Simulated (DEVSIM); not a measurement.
System: Au/SiO2/p-Si capacitor, at 300 K.

```tsv
layer (left to right)	material	thickness (nm)	Na (cm⁻³)
1	SiO2	3.50	-
2	Si	700	6.7e17
```

Metal gate on the left, work function 5.1 eV. Fixed charge at the semiconductor interface 8.3e10 cm⁻² (in units of +e); no interface traps.

Constants are typed, rounded textbook-type inputs, not results; the design itself was drawn at random and stands for no fabricated device. Values at 300 K.

| parameter | SiO2 | Si |
|---|---|---|
| gap (eV) | 9 | 1.124 |
| affinity (eV) | 0.9 | 4.05 |
| permittivity | 3.9 | 11.7 |
| Nc (cm⁻³) | - | 2.86e19 |
| Nv (cm⁻³) | - | 3.1e19 |

DEVSIM, 1D Poisson equation in equilibrium, Boltzmann statistics, complete ionisation; no quantum confinement or tunnelling. Metal contacts follow the ideal Schottky-Mott rule: no Fermi-level pinning, no interface dipoles.

The SiO2 thickness was swept, all else fixed.

| SiO2 thickness (μm) | minimum of the low-frequency capacitance (μF/cm²) | threshold voltage (band bending 2φF) (V) | capacitance of the dielectric stack (μF/cm²) |
|---|---|---|---|
| 0.0014 | 0.243 | 1.13 | 2.47 |
| 0.0019 | 0.237 | 1.19 | 1.82 |
| 0.0024 | 0.228 | 1.26 | 1.44 |
| 0.003 | 0.218 | 1.33 | 1.15 |
| 0.0035 | 0.214 | 1.40 | 0.987 |
| 0.0042 | 0.204 | 1.49 | 0.822 |

From the first row to the last the minimum of the low-frequency capacitance goes from 0.243 to 0.204. From the first row to the last the threshold voltage (band bending 2φF) goes from 1.13 to 1.49.
